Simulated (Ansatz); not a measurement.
Here is the system:

```
CELL_PARAMETERS angstrom
      3.97404     0.00000     0.00000
      0.00000     3.97404     0.00000
      0.00000     0.00000     3.95532
ATOMIC_POSITIONS crystal
  Ba 0.00000 0.00000 0.00000
  Ti 0.50000 0.50000 0.50000
  O  0.00000 0.50000 0.50000
  O  0.50000 0.50000 0.00000
  O  0.50000 0.00000 0.50000
```

No spin polarisation.

Method: PBEsol (Ansatz, a quantum-chemistry and plane-wave program; PAW; 420 eV plane waves; spin-orbit coupling left out), earlier PAW set. Settings: 8×8×8 k-points, 0.05 eV Fermi–Dirac smearing.

**Question.** Predict the band gap and smallest direct gap.

**Answer.** 
```json
{
 "band_gap": "1.81 eV",
 "smallest_direct_gap": "1.88 eV"
}
```

Load acts through the strain it causes; cell and atoms are relaxed under it. Beyond what the load breaks, stability against distortions was not tested. All final runs are without spin polarisation. The cell was made from BaTiO3 in the cubic perovskite structure (space group Pm-3m, No. 221) by this change: uniaxial stress, 1 GPa compression along z. Many cubic perovskites are stable only at high temperature; tilts and polar distortions were not tested. This is not the structure that BaTiO3 has at room temperature and ambient pressure.
